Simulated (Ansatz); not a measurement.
Results of LDA (plane waves, PAW; Ansatz, a program for electronic structure) for ScMo3 (model structure, started from the D019 type, P6₃/mmc, No. 194, 8 atoms in the cell).

Settings: plane-wave cutoff 520 eV, 12×12×12 k mesh, Fermi–Dirac smearing 0.05 eV, no spin polarisation, scalar-relativistic PAW data made under PBE.

Cell (relaxed at this level):

```cif
data_Mo6Sc2
_chemical_formula_sum 'Mo6 Sc2'
_space_group_name_H-M_alt 'P 1'
_space_group_IT_number 1
_cell_length_a 6.06640
_cell_length_b 6.06640
_cell_length_c 4.26381
_cell_angle_alpha 90.000
_cell_angle_beta 90.000
_cell_angle_gamma 120.000
loop_
_space_group_symop_operation_xyz
  'x, y, z'
loop_
_atom_site_label
_atom_site_type_symbol
_atom_site_fract_x
_atom_site_fract_y
_atom_site_fract_z
_atom_site_occupancy
Mo1 Mo 0.85225 0.70450 0.25000 1
Mo2 Mo 0.14775 0.85225 0.75000 1
Mo3 Mo 0.29550 0.14775 0.25000 1
Mo4 Mo 0.14775 0.29550 0.75000 1
Mo5 Mo 0.85225 0.14775 0.25000 1
Mo6 Mo 0.70450 0.85225 0.75000 1
Sc1 Sc 0.33333 0.66667 0.25000 1
Sc2 Sc 0.66667 0.33333 0.75000 1
```

Question: Estimate the bulk modulus B0 that the calculation returns.

Answer: 
- bulk modulus B0: 132 GPa

Note: the run has no spin polarisation, so it can have missed a magnetic state; the bulk modulus is −V dP/dV from two relaxed cells at ±2 % in volume; the relaxation could raise the start's symmetry but not lower it, so the cell can be a saddle point.

The computed numbers hold no vibrational or temperature effects.

It cost about 11 core-minutes (a rough figure) of CPU time.

A model structure was made by putting elements into a prototype or built by hand; it is no filed structure, need not be a known phase, and can be a saddle point held by its symmetry.
